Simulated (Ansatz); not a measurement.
Effective masses and thermopower of BN (P4_2/mnm)

Consider the following.

```xyz
8
Lattice="4.3988 0.0000 0.0000 0.0000 4.3988 0.0000 0.0000 0.0000 2.5385" Properties=species:S:1:pos:R:3 pbc="T T T"
B      0.7659     3.6329     1.2692
B      3.6329     0.7659     1.2692
B      2.9653     2.9653     0.0000
B      1.4335     1.4335     0.0000
N      3.5736     3.5736     1.2692
N      0.8252     0.8252     1.2692
N      3.0246     1.3742     0.0000
N      1.3742     3.0246     0.0000
```

Computed with PBEsol, rigid bands (plane waves, PAW, scalar-relativistic; Ansatz, a program for electronic structure). How the cell was made: cell and atoms relaxed with PBEsol.

```
Property                                                                                                                                                           Value
---------------------------------------------------------------------------------------------------------------------------------------  -------------------------------
band gap                                                                                                                                                         4.57 eV
electron conductivity mass (300 K, dilute)                                                                                               0.40 (x), 0.40 (y), 0.50 (z) mₑ
hole conductivity mass (300 K, dilute)                                                                                                   0.63 (x), 0.63 (y), 1.48 (z) mₑ
effective density of states N_c (300 K)                                                                                                                      1.4e19 cm⁻³
effective density of states N_v (300 K)                                                                                                                      7.6e19 cm⁻³
density-of-states mass, electrons                                                                                                                                0.68 mₑ
density-of-states mass, holes                                                                                                                                     2.1 mₑ
Seebeck coefficient, n-type 1e19 cm⁻³, 300 K                                                                                                                   -251 μV/K
best n-type power factor at 300 K for τ = 10 fs (best axis; densities from 1e16 to 1e21 cm⁻³ tried, whether or not they can be reached)      5.8 μW/(cm·K²) at 3e19 cm⁻³
Seebeck coefficient, p-type 1e19 cm⁻³, 300 K                                                                                                                    381 μV/K
best p-type power factor at 300 K for τ = 10 fs (best axis; densities from 1e16 to 1e21 cm⁻³ tried, whether or not they can be reached)     15.0 μW/(cm·K²) at 1e20 cm⁻³
```

Rigid bands; masses and Seebeck coefficients take one relaxation time τ for all states and one kind of carrier; polarons and phonon drag are left out. Spin-orbit coupling is left out.

Computed structure with no diffraction record at hand here (it may be known, metastable or hypothetical): BN (P4_2/mnm).
